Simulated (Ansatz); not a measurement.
The reference is CaSnSe3 in the cubic perovskite structure (space group Pm-3m, No. 221; a hypothetical phase, not in the database extracts checked).

```yaml
crystal:
  lattice:
    - [5.21174, 0.00000, 0.00000]
    - [0.00000, 5.21174, 0.00000]
    - [0.00000, 0.00000, 5.21174]
  atoms:
    - { symbol: Ca, position: [0.00000, 0.00000, 0.00000] }
    - { symbol: Sn, position: [0.50000, 0.50000, 0.50000] }
    - { symbol: Se, position: [0.00000, 0.50000, 0.50000] }
    - { symbol: Se, position: [0.50000, 0.50000, 0.00000] }
    - { symbol: Se, position: [0.50000, 0.00000, 0.50000] }
```

Method: Ansatz (a first-principles code) PBEsol, without spin-orbit coupling.

One change was made to it. Results:

The density goes up by 0.71 g/cm³ to 5.35 g/cm³; the shortest interatomic distance drops by 0.120 Å to 2.486 Å.

Q: Which change produced these results?
A) pressure 3 GPa
B) pressure −1 GPa
C) pressure 10 GPa

A: C, pressure 10 GPa. For comparison, the density in the other runs: pressure −1 GPa gives 4.55 g/cm³; pressure 3 GPa gives 4.89 g/cm³.

Load acts through the strain it causes; cell and atoms are relaxed under it. Stability against distortions was not tested. No other phases were tried under pressure. The final runs are not spin-polarised. Many cubic perovskites are stable only at high temperature; tilts and polar distortions were not tested.
